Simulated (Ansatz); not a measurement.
The reference is BaTiO$_{3}$ in the cubic perovskite structure (space group Pm-3m, No. 221; a = 3.970 Å). Axes: x, y, z lie along the cube axes.

Computed with PBEsol, PAW, 420 eV (Ansatz, a quantum-chemistry and plane-wave program; no spin-orbit coupling).

Perturbation: an isotropic linear strain of −1.20 %; the atoms relax in the strained cell.

Question: Predict the stress tensor and what it implies for the stiffness.

Answer: Stress of the strained cell less that of the base (GPa, compression positive):
```
   7.08    0.00    0.00
   0.00    7.08    0.00
   0.00    0.00    7.08
```

Then B = −ΔP/(ΔV/V₀) with ΔV/V₀ = -0.0356 gives secant stiffness values (nonlinear terms included at this strain): B ≈ 199 GPa.

As a check, the harmonic strain energy −½ V₀ Δσ:ε is 10.0 meV/atom; the computed energy rise is 9.4 meV/atom.

Stability against distortions was not tested. The final runs are not spin-polarised. Many cubic perovskites are stable only at high temperature; tilts and polar distortions were not tested. This is not the structure that BaTiO3 has at room temperature and ambient pressure.
